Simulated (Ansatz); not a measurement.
CSi (zinc blende start, 16-atom cell) (held in this type by symmetry, stable or not), space group F-43m.

```
CELL_PARAMETERS angstrom
      0.00000     4.38000     4.38000
      4.38000     0.00000     4.38000
      4.38000     4.38000     0.00000
ATOMIC_POSITIONS crystal
  Si 0.00000 0.00000 0.00000
  Si 0.00000 0.00000 0.50000
  Si 0.00000 0.50000 0.00000
  Si 0.00000 0.50000 0.50000
  Si 0.50000 0.00000 0.00000
  Si 0.50000 0.00000 0.50000
  Si 0.50000 0.50000 0.00000
  Si 0.50000 0.50000 0.50000
  C  0.12500 0.12500 0.12500
  C  0.12500 0.12500 0.62500
  C  0.12500 0.62500 0.12500
  C  0.12500 0.62500 0.62500
  C  0.62500 0.12500 0.12500
  C  0.62500 0.12500 0.62500
  C  0.62500 0.62500 0.12500
  C  0.62500 0.62500 0.62500
```

All values below come from PBE (plane waves to 420 eV, PAW; Ansatz, a program for electronic structure). No spin–orbit coupling; PBE gaps are too small against experiment. Its k-point mesh 4×4×4, Fermi–Dirac width 0.01 eV.

Q: List the levels next to the gap at Γ of this cell's own (folded) zone, from the top of the valence band (the table ends after a fixed count of bands, which can cut a degenerate set).

A: 
```
band  E − E_v (eV)
----  ------------
v4          -1.049
v3           0.000
v2           0.000
v1           0.000
c1           1.372
c2           1.372
c3           1.372
c4           4.272
```
